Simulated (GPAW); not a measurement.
**Functionals side by side, with their cost (level): Ti₃Al (P6_3/mmc, 8 atoms in the cell)**

Cell: a = 5.6782 Å, b = 5.6782 Å, c = 4.5745 Å, α = 90.00°, β = 90.00°, γ = 120.00°.

Program: GPAW, GPAW PAW datasets PBEsol (made by gpaw-setup); each row names its functional.

Base settings: mode = pw; ecut = 850 eV; xc = PBEsol; kpts = 4 4 4; mesh shift (steps) = 0 0 0; occupations.name = fermi-dirac; occupations.width = 0.1 eV; nbands = -16; convergence.density = 1e-05 e/electron; symmetry.symmorphic = false.

Differences are taken from r2SCAN (potentials: GPAW PAW datasets PBE (gpaw-data 1.0.1)), a reference of convenience: it is no measurement, and no ranking of the functionals follows. Where a row names another cutoff or potentials, its difference holds that change too.

Core times come from one kind of shared machine and are given to one figure; runs under 30 s give none.

The starting cell comes from a database of computed structures (which also holds hypothetical and non-ambient phases and stackings), without a prior relaxation at this level. Its lattice was rescaled by a random factor within 2.5 % of one. Spin polarisation is off. Without a gap this mesh is coarse (it stands for a supercell whose shortest vector is 18 Å).

The runs (level): LDA (Perdew-Wang 92) (potentials: GPAW PAW datasets LDA (gpaw-data 1.0.1)) | PBE (potentials: GPAW PAW datasets PBE (gpaw-data 1.0.1)) | RPBE (potentials: GPAW PAW datasets RPBE (gpaw-data 1.0.1)) | revPBE (potentials: GPAW PAW datasets revPBE (gpaw-data 1.0.1)) | BLYP (potentials: GPAW PAW datasets BLYP (made by gpaw-setup)) | PW91 (potentials: GPAW PAW datasets PW91 (made by gpaw-setup)) | vdW-DF2 (potentials: GPAW PAW datasets PBE (gpaw-data 1.0.1)) | vdW-DF-cx (potentials: GPAW PAW datasets PBE (gpaw-data 1.0.1)) | PBEsol | r2SCAN (potentials: GPAW PAW datasets PBE (gpaw-data 1.0.1)).

**Question.** Which is the cheapest choice that gives the pressure within 0.5 GPa of r2SCAN (potentials: GPAW PAW datasets PBE (gpaw-data 1.0.1)), and what does it save?

**Answer.** PW91 (potentials: GPAW PAW datasets PW91 (made by gpaw-setup)), off by 0.16 GPa; it needs about 0.3 of the reference's time.

| level | pressure less reference (GPa) | largest difference in the force on any atom (eV/Å) | core time / reference (rough) |
|---|---|---|---|
| LDA (Perdew-Wang 92) (potentials: GPAW PAW datasets LDA (gpaw-data 1.0.1)) | -7.60 | 0.050 | 0.3 |
| PBE (potentials: GPAW PAW datasets PBE (gpaw-data 1.0.1)) | 0.82 | 0.046 | 0.3 |
| RPBE (potentials: GPAW PAW datasets RPBE (gpaw-data 1.0.1)) | 4.04 | 0.044 | 0.4 |
| revPBE (potentials: GPAW PAW datasets revPBE (gpaw-data 1.0.1)) | 3.20 | 0.046 | 0.3 |
| BLYP (potentials: GPAW PAW datasets BLYP (made by gpaw-setup)) | 3.53 | 0.036 | 0.3 |
| PW91 (potentials: GPAW PAW datasets PW91 (made by gpaw-setup)) | 0.16 | 0.053 | 0.3 |
| vdW-DF2 (potentials: GPAW PAW datasets PBE (gpaw-data 1.0.1)) | 4.97 | 0.038 | 0.4 |
| vdW-DF-cx (potentials: GPAW PAW datasets PBE (gpaw-data 1.0.1)) | -1.39 | 0.084 | 0.4 |
| PBEsol | -3.32 | 0.059 | 0.3 |
| r2SCAN (potentials: GPAW PAW datasets PBE (gpaw-data 1.0.1)) | 0.00 | 0.000 | 1 |
